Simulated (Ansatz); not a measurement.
# Hf (P6_3/mmc): band-structure transport figures

Given:

```
CELL_PARAMETERS angstrom
      3.17742     0.00000     0.00000
     -1.58871     2.75173     0.00000
      0.00000     0.00000     5.03410
ATOMIC_POSITIONS crystal
  Hf 0.33333 0.66667 0.25000
  Hf 0.66667 0.33333 0.75000
```

Level of theory: PBEsol, rigid bands (plane waves, PAW, scalar-relativistic; Ansatz, a first-principles code). Condition of this run: hydrostatic pressure -2 GPa (the target of the relaxation). Cell: cell and atoms relaxed with PBEsol, then loaded as said.

| Item | Result |
|---|---|
| density of states at the Fermi level | 1.40 states/(eV·cell), both spins |
| bare Sommerfeld coefficient | 1.65 mJ/(mol of atoms·K²) |
| Drude plasma energy | 4.1 (x), 4.1 (y), 4.3 (z) eV |
| root-mean-square Fermi velocity | 4.6e5 m/s |
| resistivity times τ | 29 (x), 29 (y), 26 (z) ×10⁻²² Ω·m·s |

A metal at this level (no band gap); rigid bands, thermally averaged at 300 K, both spins. Spin-orbit coupling is left out, which matters with elements this heavy. τ is one relaxation time for all states.
